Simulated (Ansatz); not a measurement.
SrMgF₄ (Cmc2₁, No. 36, 12 atoms in the cell; start COD 7218677), treated with Hartree–Fock (Ansatz, a first-principles code, plane waves, PAW).

Run with plane-wave cutoff 460 eV, 6×6×4 k mesh (along the axes of the cell as run), Fermi–Dirac smearing 0.01 eV, scalar-relativistic PAW data made under PBE.

Cell (measured lattice):

```yaml
crystal:
  lattice:
    - [1.96850, -7.24400, 0.00000]
    - [1.96850, 7.24400, 0.00000]
    - [0.00000, 0.00000, 5.63800]
  atoms:
    - { symbol: Sr, position: [0.34180, 0.65820, 0.54620] }
    - { symbol: Sr, position: [0.65820, 0.34180, 0.04620] }
    - { symbol: Mg, position: [0.91650, 0.08350, 0.09480] }
    - { symbol: Mg, position: [0.08350, 0.91650, 0.59480] }
    - { symbol: F, position: [0.41570, 0.58430, 0.11300] }
    - { symbol: F, position: [0.58430, 0.41570, 0.61300] }
    - { symbol: F, position: [0.79990, 0.20010, 0.28690] }
    - { symbol: F, position: [0.20010, 0.79990, 0.78690] }
    - { symbol: F, position: [0.03270, 0.96730, 0.92910] }
    - { symbol: F, position: [0.96730, 0.03270, 0.42910] }
    - { symbol: F, position: [0.83980, 0.16020, 0.81300] }
    - { symbol: F, position: [0.16020, 0.83980, 0.31300] }
```

**Question.** What does this level give for the band gap and smallest direct gap on the k points sampled?

**Answer.** 
- band gap: 18.87 eV
- smallest direct gap on the k points sampled: 18.91 eV

Note: the file's cell can be that of a phase stable at another temperature; cell and atoms aren't relaxed at this level (largest force component 0.10 eV/Å, pressure 1.1 GPa).

Spin–orbit coupling is not included.

Static lattice: no zero-point or thermal effects.

Computing time: roughly 26 core-minutes.
